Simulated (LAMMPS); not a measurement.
Consider a symmetric tilt boundary about [1-10] in CdTe (zinc blende), boundary plane (338) of one grain on (-3-38) of the other (0 K).

Computed with classical force field (static), pair style sw, file CdTeZnSeHgS0.sw, run in LAMMPS.

```
Item                                                                 Result
------------------------------------  -------------------------------------
boundary energy (lowest found)                                   0.687 J/m²
excess volume                                                        0.47 Å
Σ                                                                        41
rotation about the axis                                             55.88 °
disorientation (full cubic symmetry)                                55.88 °
largest excess energy of an atom                                    0.51 eV
lattice constant at 0 K                                             6.478 Å
cost                                  about 4 core-minutes (a rough figure)
```

Potential: file CdTeZnSeHgS0.sw of the LAMMPS distribution; its header cites Zhou, Ward, Martin, van Swol, Cruz-Campa, and D. Zubia, Phys. Rev. B, 88, 085309 (2013).

Caution: the lowest energy was reached by 1 of 152 starts, so a lower structure may have been missed. Caution: in zinc blende a boundary also has a polarity, which the axes of the two grains fix.
